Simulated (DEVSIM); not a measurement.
Device: Si p+/n-/n+ power diode, at 400 K.

```
layer (left to right)  material  thickness (μm)  Nd (cm⁻³)  Na (cm⁻³)  τn (s)  τp (s)
---------------------  --------  --------------  ---------  ---------  ------  ------
1                            Si           0.570          -     4.3e18  1.4e-7  1.4e-7
2                            Si            10.0     2.3e16          -  1.4e-7  1.4e-7
3                            Si            2.40     1.7e18          -  1.4e-7  1.4e-7
```

Left contact: ohmic. Right contact: ohmic. Voltage is applied to the left contact. Recombination: SRH at mid-gap, Auger. Mobility is μmin + (μ − μmin)/(1 + (N/Nref)^α).

Constants are typed, rounded textbook-type inputs, not results; the design itself was drawn at random and stands for no fabricated device. Values at 300 K; Nc and Nv go as T^1.5, mobilities as T to minus their exponent, the gap by Varshni's rule with the affinity fixed.

```csv
parameter,Si
gap (eV),1.124
affinity (eV),4.05
permittivity,11.7
Nc (cm⁻³),2.86e19
Nv (cm⁻³),3.1e19
μn (cm²/Vs),1417
μp (cm²/Vs),470
"μn,min",52
"μp,min",45
"Nref,n",9.7e16
"Nref,p",2.2e17
αn,0.68
αp,0.72
T exponent of μn,2.3
T exponent of μp,2.2
Cn (cm⁶/s),2.8e-31
Cp (cm⁶/s),9.9e-32
Varshni α (eV/K),0.000473
Varshni β (K),636
```

Simulated with DEVSIM: 1D drift-diffusion, Boltzmann statistics, complete ionisation; no tunnelling, impact ionisation, image-force lowering or self-heating.

**Question.** Tabulate band edges, carrier densities and field at zero bias.

**Answer.** Energies count from the Fermi level of the right contact; mesh points crowd at the junctions.

| x (μm) | Ec (eV) | Ev (eV) | n (cm⁻³) | p (cm⁻³) | field (V/cm) |
|---|---|---|---|---|---|
| 0.000 | 1.014 | -0.083 | 7500000 | 4.3e18 | ≈ 0 |
| 0.04309 | 1.014 | -0.083 | 7500000 | 4.3e18 | ≈ 0 |
| 0.1568 | 1.014 | -0.083 | 7500000 | 4.3e18 | ≈ 0 |
| 0.3819 | 1.014 | -0.083 | 7500000 | 4.3e18 | ≈ 0 |
| 0.5382 | 1.014 | -0.083 | 7500000 | 4.3e18 | ≈ 0 |
| 0.5743 | 0.927 | -0.169 | 9.2e7 | 3.5e17 | -91000 |
| 0.6275 | 0.612 | -0.485 | 8.6e11 | 3.7e13 | -47000 |
| 0.8706 | 0.261 | -0.835 | 2.3e16 | 1.4e9 | -220 |
| 1.480 | 0.260 | -0.836 | 2.3e16 | 1.4e9 | ≈ 0 |
| 3.230 | 0.260 | -0.836 | 2.3e16 | 1.4e9 | ≈ 0 |
| 7.109 | 0.260 | -0.836 | 2.3e16 | 1.4e9 | ≈ 0 |
| 9.753 | 0.260 | -0.836 | 2.3e16 | 1.4e9 | ≈ 0 |
| 10.30 | 0.260 | -0.836 | 2.3e16 | 1.4e9 | ≈ 0 |
| 10.49 | 0.255 | -0.842 | 2.7e16 | 1.2e9 | -1900 |
| 10.57 | 0.153 | -0.943 | 5.1e17 | 6.3e7 | -67000 |
| 10.61 | 0.112 | -0.984 | 1.7e18 | 1.9e7 | ≈ 0 |
| 10.73 | 0.112 | -0.984 | 1.7e18 | 1.9e7 | ≈ 0 |
| 11.04 | 0.112 | -0.984 | 1.7e18 | 1.9e7 | ≈ 0 |
| 12.24 | 0.112 | -0.984 | 1.7e18 | 1.9e7 | ≈ 0 |
| 12.73 | 0.112 | -0.984 | 1.7e18 | 1.9e7 | ≈ 0 |
| 12.90 | 0.112 | -0.984 | 1.7e18 | 1.9e7 | ≈ 0 |
| 12.97 | 0.112 | -0.984 | 1.7e18 | 1.9e7 | ≈ 0 |
